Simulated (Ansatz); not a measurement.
Consider a periodic stack without vacuum, bcc V (0 0 1) on zinc-blende GaSb (0 0 1) (film strained to the substrate, started from cuts of the bulks and a machine-learned relaxation; slabs Ga6Sb5 and V16, which can lie off the formulas): substrate slab Ga6Sb5, film V16, surface cells [[1, 0], [1, 1]] and [[-1, 1], [-1, -1]], film strained by +3.6 and +3.6 %, outermost planes Ga/Ga and V/V as cut, which need not be the usual terminations and can put a slab off its formula. Its start:

```xyz
27
Lattice="4.3930 0.0000 -0.0429 0.0000 4.3930 -0.0478 -0.6830 1.4582 27.1436" Properties=species:S:1:pos:R:3 pbc="T T T"
Ga    -0.2106     3.6812     3.3546
Ga     1.7192     2.9203     0.7290
Ga    -0.2158     4.2506     9.5068
Ga     1.9936     2.0082     6.4065
Ga    -1.3455     4.0992    15.0342
Ga     2.4914     2.1043    12.5510
Sb    -0.4828     0.7342     0.9998
Sb    -0.1939     2.0377     7.9786
Sb     1.9898     4.1730     4.7622
Sb     0.8308     1.8981    14.8149
Sb     2.0094     4.2788    11.0910
V      0.8712     1.9288    17.8596
V      3.0693     4.1247    17.8211
V      0.8610     4.1139    16.4467
V      3.0483     1.9182    16.4648
V      0.9153     1.9654    20.7465
V      3.1121     4.1616    20.6969
V      0.8918     4.1387    19.2836
V      3.0868     1.9404    19.2858
V      0.9716     2.0582    23.6204
V      3.1691     4.2517    23.5716
V      0.9417     4.2020    22.1588
V      3.1382     2.0049    22.1577
V      1.0164     2.1621    26.4594
V      3.2174     4.3657    26.4014
V      0.9982     4.3100    25.0380
V      3.1945     2.1115    25.0512
```

The start was prepared with a machine-learned potential, and the result is one local minimum, with the in-plane cell held and forces under 0.04 eV/Å; the film can end far from its bulk form.

Level of theory: PBE (plane waves to 420 eV, PAW; Ansatz, an electronic-structure program). No spin–orbit coupling; the runs are not spin-polarised. Its k-point mesh 7×7×1, Fermi–Dirac width 0.05 eV.

Question: Predict the relaxed interface.

Answer: 
| Property | Result |
|---|---|
| interface area | 19.3 Å² |
| period | 27.29 Å |
| heights between the nearest atoms of the two slabs at the two interfaces | 1.55 and 1.56 Å |
| Ga–V contacts across the interfaces within 1.22 times the sum of covalent radii | 10, mean 2.72 Å |
| Sb–V contacts across the interfaces within 1.22 times the sum of covalent radii | 10, mean 2.88 Å |
